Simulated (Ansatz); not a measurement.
**A computed series for hypothetical zinc blende PbTe: pressure series**

Start from PbTe in the zinc blende structure (space group F-43m, No. 216; a = 7.2842 Å; a hypothetical phase, not in the database extracts checked).

Cell and atoms are relaxed at each pressure.

All numbers come from r2SCAN (Ansatz, an electronic-structure program, PAW, scalar-relativistic without spin-orbit coupling).

| pressure (GPa) | volume per atom (Å³/atom) |
|---|---|
| -1 | 50.317 |
| 0 | 48.312 |
| 1.8 | 45.541 |
| 4.2 | ? |
| 9 | 38.936 |
| 18 | 34.423 |
| 30 | 30.767 |
| 45 | 27.770 |
| 60 | 25.705 |

Question: Fit the third-order Birch–Murnaghan form P(V) = (3B₀/2)[(V₀/V)^(7/3) − (V₀/V)^(5/3)]·[1 + (3/4)(B₀′ − 4)((V₀/V)^(2/3) − 1)] (squares taken in P) to the rows shown and predict the withheld row.

Answer: Least squares on the printed values gives V₀ = 48.339 Å³/atom, B₀ = 27.0 GPa, B₀′ = 4.0; this predicts 42.782 Å³/atom, and the run gives 42.790 Å³/atom, 0.008 higher.

A case with no gap was solved on a k-mesh chosen for an insulator, which is coarse for it. Load acts through the strain it causes; cell and atoms are relaxed under it. No phonon test of stability was made. No other phases were tried under pressure. The final runs are not spin-polarised.
